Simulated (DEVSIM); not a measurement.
Device: Si n-i-p diode, at 300 K.

Layer 1 from the left is Si, thickness (μm) 0.210, Nd (cm⁻³) 1.2e17, τn (s) 0.00019, τp (s) 0.00019. Layer 2 from the left is Si, thickness (μm) 2.10, Na (cm⁻³) 2.9e13, τn (s) 0.00019, τp (s) 0.00019. Layer 3 from the left is Si, thickness (μm) 3.20, Na (cm⁻³) 1.9e18, τn (s) 0.00019, τp (s) 0.00019.

Left contact: ohmic. Right contact: ohmic. Voltage is applied to the left contact. Recombination: SRH at mid-gap. Gap narrowing is on: ΔEg = 6.92 meV × (l + √(l² + 0.5)), l = ln(N/1.3e17 cm⁻³), shared equally by both band edges. Mobility is μmin + (μ − μmin)/(1 + (N/Nref)^α).

Constants are typed, rounded textbook-type inputs, not results; the design itself was drawn at random and stands for no fabricated device. Values at 300 K.

Si: gap (eV) 1.124, affinity (eV) 4.05, permittivity 11.7, Nc (cm⁻³) 2.86e19, Nv (cm⁻³) 3.1e19, μn (cm²/Vs) 1417, μp (cm²/Vs) 470, μn,min 52, μp,min 45, Nref,n 9.7e16, Nref,p 2.2e17, αn 0.68, αp 0.72.

Model (solved in DEVSIM): 1D drift-diffusion, Boltzmann statistics, complete ionisation; no tunnelling, impact ionisation, image-force lowering or self-heating.

**Question.** What does the simulation give for the potential step across the device at zero bias, the dark forward voltage at 100 A/cm², the dark forward voltage at 1 A/cm²?

**Answer.** potential step across the device at zero bias 0.889 V; dark forward voltage at 100 A/cm² 0.742 V; dark forward voltage at 1 A/cm² 0.606 V.
